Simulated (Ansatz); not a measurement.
## CoSi₂ under load (space group Immm): band-structure transport figures

```xyz
3
Lattice="-0.0135 2.6445 2.6707 2.6445 -0.0135 2.6707 2.6310 2.6310 0.0000" Properties=species:S:1:pos:R:3 pbc="T T T"
Co     0.0000     0.0000     0.0000
Si     3.9465     3.9465     3.9981
Si     1.3155     1.3155     1.3433
```

Method: PBEsol, rigid bands (plane waves, PAW, scalar-relativistic; Ansatz, a quantum-chemistry and plane-wave program). Condition of this run: uniaxial stress along [110] of 2 GPa (compression positive) (the target of the relaxation). How the cell was made: cell and atoms relaxed with PBEsol, then loaded as said.

```yaml
density of states at the Fermi level: 1.01 states/(eV·cell), both spins
bare Sommerfeld coefficient: 0.79 mJ/(mol of atoms·K²)
drude_plasma_energy: 6.5 eV
root-mean-square Fermi velocity: 7.7e5 m/s
resistivity times τ: 11.8 (x), 11.8 (y), 11.5 (z) ×10⁻²² Ω·m·s
```

A metal at this level (no band gap); rigid bands, thermally averaged at 300 K, both spins. Spin-orbit coupling is left out. τ is one relaxation time for all states.

Treated as nonmagnetic (a ferromagnetic start lost its moment, other orders weren't tried): CoSi2 under load (space group Immm).
